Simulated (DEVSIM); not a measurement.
Structure: illuminated Si n-on-p cell, one wavelength, with a back-surface field, at 300 K.

Layer 1 from the left is Si, thickness (μm) 1.40, Nd (cm⁻³) 2e18, τn (s) 5.9e-7, τp (s) 9.2e-8, absorption coefficient (cm⁻¹) 9600. Layer 2 from the left is Si, thickness (μm) 65.0, Na (cm⁻³) 4.7e15, τn (s) 6.6e-6, τp (s) 6.6e-6, absorption coefficient (cm⁻¹) 9600. Layer 3 from the left is Si, thickness (μm) 0.240, Na (cm⁻³) 8.3e18, τn (s) 6.6e-6, τp (s) 6.6e-6, absorption coefficient (cm⁻¹) 9600.

Left contact: ohmic, minority hole recombination velocity 50 cm/s. Right contact: ohmic, minority electron recombination velocity 30 cm/s. Voltage is applied to the left contact. Recombination: SRH at mid-gap, radiative, Auger. Light enters at the left, 2.1e16 photons cm⁻² s⁻¹, one pass, no reflection. Mobility is constant in doping.

The device is made up for the run: typed textbook-type constants, with dimensions and the other settings drawn at random. Values at 300 K.

Si: gap (eV) 1.124, affinity (eV) 4.05, permittivity 11.7, Nc (cm⁻³) 2.86e19, Nv (cm⁻³) 3.1e19, μn (cm²/Vs) 1417, μp (cm²/Vs) 470, B (cm³/s) 4.7e-15, Cn (cm⁶/s) 2.8e-31, Cp (cm⁶/s) 9.9e-32.

DEVSIM, 1D drift-diffusion, Boltzmann statistics, complete ionisation; no tunnelling, impact ionisation, image-force lowering or self-heating.

Problem. What does the simulation give for the short-circuit current, the potential step across the device at zero bias, the fill factor, the dark forward voltage at 100 A/cm²?

Solution. short-circuit current 3.34 mA/cm²; potential step across the device at zero bias 1.021 V; fill factor 0.81; dark forward voltage at 100 A/cm² 0.916 V.
